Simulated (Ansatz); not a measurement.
BP (F-43m): band-edge transport data

Data:

```xyz
2
Lattice="0.0000 2.2601 2.2601 2.2601 0.0000 2.2601 2.2601 2.2601 0.0000" Properties=species:S:1:pos:R:3 pbc="T T T"
B      0.0000     0.0000     0.0000
P      1.1300     1.1300     1.1300
```

All values below come from HSE06, rigid bands (plane waves, PAW, scalar-relativistic; Ansatz, a first-principles code). Cell: cell and atoms relaxed with PBEsol.

The band gap comes out as 1.95 eV and the electron conductivity mass (300 K, dilute) is 0.32 mₑ. The hole conductivity mass (300 K, dilute) comes out as 0.37 mₑ, the effective density of states N_c (300 K) is 3.7e19 cm⁻³ and the effective density of states N_v (300 K) is 3.5e19 cm⁻³. The density-of-states mass, electrons is 1.31 mₑ, the density-of-states mass, holes comes out as 1.24 mₑ and the Seebeck coefficient, n-type 1e19 cm⁻³, 300 K comes out as -331 μV/K. The best n-type power factor at 300 K for τ = 10 fs (best axis; densities from 1e16 to 1e21 cm⁻³ tried, whether or not they can be reached) is 19.6 μW/(cm·K²) at 1e20 cm⁻³ and the Seebeck coefficient, p-type 1e19 cm⁻³, 300 K is 320 μV/K. The best p-type power factor at 300 K for τ = 10 fs (best axis; densities from 1e16 to 1e21 cm⁻³ tried, whether or not they can be reached) is 14.8 μW/(cm·K²) at 1e20 cm⁻³.

Rigid bands; masses and Seebeck coefficients take one relaxation time τ for all states and one kind of carrier; polarons and phonon drag are left out. Spin-orbit coupling is left out; where it splits the top of the valence band, N_v and the p-type Seebeck coefficient come out somewhat high without it. Geometry: cell and atoms relaxed with PBEsol.
